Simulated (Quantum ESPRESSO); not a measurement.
A self-consistent single point of Cd₃In (Pm-3m, 4 atoms in the cell) with Quantum ESPRESSO.

Method: PBEsol, GBRV 1.5 ultrasoft (PBESOL) pseudopotentials (plane waves; Quantum ESPRESSO).

```
CELL_PARAMETERS angstrom
      4.49661     0.00000     0.00000
      0.00000     4.49661     0.00000
      0.00000     0.00000     4.49661
ATOMIC_POSITIONS crystal
  Cd 0.50000 0.50000 0.00000
  Cd 0.00000 0.50000 0.50000
  Cd 0.50000 0.00000 0.50000
  In 0.00000 0.00000 0.00000
```

Reference input (self-consistent single point, DFT, PBEsol, plane waves, GBRV 1.5 ultrasoft (PBESOL) pseudopotentials): ecutwfc = 40 Ry; ecutrho = 200 Ry; occupations = smearing; smearing = fd; degauss = 0.0073499 Ry; potentials = {Cd: cd_pbesol_v1.uspp.F.UPF, In: in_pbesol_v1.4.uspp.F.UPF}; K_POINTS = automatic 10 10 10 0 0 0; conv_thr = 1e-09 Ry; mixing_beta = 0.7. This run's input differs from it in these lines:

```diff
@@ -16,4 +16,4 @@
  occupations = 'smearing'
- smearing = 'fd'
- degauss = 0.0073499
+ smearing = 'cold'
+ degauss = 0.0036749
 /
```

Log, with long lists cut:

```
     Self-consistent Calculation

     iteration #  1     ecut=    40.00 Ry     beta= 0.70

     negative rho (up, down):  5.470E-02 0.000E+00

     total energy              =    -475.69092930 Ry
     estimated scf accuracy    <       2.28247373 Ry

     iteration #  2     ecut=    40.00 Ry     beta= 0.70

     negative rho (up, down):  5.869E-02 0.000E+00

     total energy              =    -476.51604578 Ry
     estimated scf accuracy    <       0.67993392 Ry

     iteration #  3     ecut=    40.00 Ry     beta= 0.70

     negative rho (up, down):  5.924E-02 0.000E+00

     total energy              =    -476.62764181 Ry
     estimated scf accuracy    <       0.00633601 Ry

   [... 5 blocks of this kind left out ...]

     iteration #  9     ecut=    40.00 Ry     beta= 0.70

     negative rho (up, down):  5.927E-02 0.000E+00

     total energy              =    -476.63096585 Ry
     estimated scf accuracy    <          4.4E-09 Ry

     iteration # 10     ecut=    40.00 Ry     beta= 0.70

     negative rho (up, down):  5.927E-02 0.000E+00
     End of self-consistent calculation

     the Fermi energy is    11.0305 ev

!    total energy              =    -476.63096586 Ry
     estimated scf accuracy    <          1.6E-10 Ry
     smearing contrib. (-TS)   =      -0.00000668 Ry
     internal energy E=F+TS    =    -476.63095918 Ry

     convergence has been achieved in  10 iterations

     negative rho (up, down):  5.927E-02 0.000E+00

     Forces acting on atoms (cartesian axes, Ry/au):

     atom    1 type  1   force =     0.00000000    0.00000000    0.00000000
   [... zero for the other atoms too ...]

     Total force =     0.000000     Total SCF correction =     0.000000

     negative rho (up, down):  5.927E-02 0.000E+00
          total   stress  (Ry/bohr**3)                   (kbar)     P=      -22.12
  -0.00015036   0.00000000   0.00000000          -22.12        0.00        0.00
   0.00000000  -0.00015036   0.00000000            0.00      -22.12        0.00
   0.00000000   0.00000000  -0.00015036            0.00        0.00      -22.12

   JOB DONE.
```

The run converged in 10 iterations. Against the reference run the free energy rises by 5.7 meV/atom and the pressure goes from -2.08 to -2.21 GPa.

The starting cell comes from a database of computed structures (which also holds hypothetical and non-ambient phases and stackings), without a prior relaxation at this level.

Cost on one core of a shared machine: roughly 80 s.
